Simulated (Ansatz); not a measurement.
Data:

```yaml
crystal:
  lattice:
    - [4.82757, 0.00000, 0.00000]
    - [0.00000, 4.82757, 0.00000]
    - [0.00000, 0.00000, 3.29642]
  atoms:
    - { symbol: Sn, position: [0.00000, 0.00000, 0.00000] }
    - { symbol: Sn, position: [0.50000, 0.50000, 0.50000] }
    - { symbol: O, position: [0.30719, 0.30719, 0.00000] }
    - { symbol: O, position: [0.80719, 0.19281, 0.50000] }
    - { symbol: O, position: [0.19281, 0.80719, 0.50000] }
    - { symbol: O, position: [0.69281, 0.69281, 0.00000] }
```

No spin polarisation.

Level of theory: plane-wave PAW DFT at the PBE level (Ansatz, a program for electronic structure, 420 eV), without spin-orbit coupling. k-mesh 7×7×10 (Γ-centred); smearing 0.05 eV (Fermi–Dirac).

Task: Predict the valence-band top at Γ and pressure.

Result: The valence-band top at Γ (three highest levels, from the VBM) comes out as 0.00, -0.70, -0.70 eV and the pressure (mean of the normal stresses, compression positive) is -3.58 GPa.

The levels and masses belong to the bands next to the band gap. The cells carry an imposed strain or load. Whether these cells are dynamically stable was not tested. The cell was made from SnO$_{2}$ in the rutile structure (space group P4_2/mnm, No. 136) by this change: uniaxial strain ε_zz = +1.80 %.
